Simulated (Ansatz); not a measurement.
Formation energy of the bound charge states of Si vacancy + N on the C site in 4H silicon carbide (start: the Si(h) site; C(h) 1.90 Å away, along c; 96-site cell, 2×2×2 shifted sampling) against the Fermi level, C-rich (Δμ(C) = 0.00 eV, Δμ(Si) = -0.41 eV, Δμ(N) = -1.55 eV, bounded by beta Si3N4; only phases computed here count, gases as isolated molecules at 0 K). Calculation: PBE, PAW (plane waves to 420 eV; Ansatz, an electronic-structure program).

Set-up: 96-site cell; 2×2×2 shifted k-points; host gap 2.22 eV; charged states image-corrected; corrections pass 1 eV, so highly charged states may be off by several tenths; flagged in the runs: a host whose relaxation on this sampling wasn't shown to rest.

Left out: charge +1 (level within 0.1 eV of a band edge or past it).

```json
[
 {"E_F − E_VBM (eV)": "0.00", "q = 0": "5.78", "q = −1": "6.65", "q = −2": "8.42"},
 {"E_F − E_VBM (eV)": "0.28", "q = 0": "5.78", "q = −1": "6.37", "q = −2": "7.86"},
 {"E_F − E_VBM (eV)": "0.56", "q = 0": "5.78", "q = −1": "6.10", "q = −2": "7.31"},
 {"E_F − E_VBM (eV)": "0.83", "q = 0": "5.78", "q = −1": "5.82", "q = −2": "6.75"},
 {"E_F − E_VBM (eV)": "1.11", "q = 0": "5.78", "q = −1": "5.54", "q = −2": "6.19"},
 {"E_F − E_VBM (eV)": "1.39", "q = 0": "5.78", "q = −1": "5.26", "q = −2": "5.64"},
 {"E_F − E_VBM (eV)": "1.67", "q = 0": "5.78", "q = −1": "4.98", "q = −2": "5.08"},
 {"E_F − E_VBM (eV)": "1.95", "q = 0": "5.78", "q = −1": "4.71", "q = −2": "4.52"},
 {"E_F − E_VBM (eV)": "2.22", "q = 0": "5.78", "q = −1": "4.43", "q = −2": "3.97"}
]
```

Crossings of the lowest lines: (0/−1) at 0.87 eV; (−1/−2) at 1.77 eV.
